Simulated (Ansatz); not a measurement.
The starting structures come from a database of crystals and need not be the phases stable at ambient conditions.

By PBEsol, the system below comes out a metal.

Without scattering a metal conducts by its projected Fermi surface.

```yaml
crystal:
  lattice:
    - [4.28082, 0.00000, 0.00000]
    - [-2.14041, 3.70730, 0.00000]
    - [0.00000, 0.00000, 5.69780]
  atoms:
    - { symbol: Bi, position: [0.33333, 0.66667, 0.25000] }
    - { symbol: Bi, position: [0.66667, 0.33333, 0.75000] }
    - { symbol: Pd, position: [0.00000, 0.00000, 0.50000] }
    - { symbol: Pd, position: [0.00000, 0.00000, 0.00000] }
```

Space group of this cell: P6_3/mmc, NiAs type. The cell is taken as given; by PBEsol its mean pressure is -2.3 GPa.

The current flows along the normal of the first two printed cell vectors, the (001) plane of the conventional cell. No spin-orbit coupling; the value is a mean over 0.1 eV about the Fermi level.

Task: State the ballistic conductance per area according to Ansatz (a quantum-chemistry and plane-wave program) with PBEsol.

Result: 0.74 × 10¹⁵ S/m² for both spins.
